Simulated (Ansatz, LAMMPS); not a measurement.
## Ge well of 12 atomic layers along [001] in random Si0.2Ge0.8, interfaces one step of a layer

Cell 17.11 × 17.11 × 51.69 Å, Si78Ge570, 648 atoms. Prepared with LAMMPS with Tersoff's 1989 multicomponent potential (SiCGe.tersoff): minimisation. 

That structure was relaxed on with PBE, support functions at accuracy medium on the grid of 370 eV (Ansatz, a first-principles code). Basis: localised support functions (accuracy medium) on a full density matrix. k-points: zone centre alone; occupations: Fermi-Dirac, 0.010 eV; spin polarisation not allowed. No spin-orbit coupling.

**Question.** What does DFT change in the classical structure?

**Answer.** The energy falls by 0.4 meV an atom over 3 steps; atoms move by 0.024 Å root mean square, 0.05 Å at most.
| quantity | classical minimum | after DFT steps |
|---|---|---|
| 4-fold atoms (%) | 100.0 | 100.0 |
| spread of bond angles (°) | 0.7 | 0.9 |
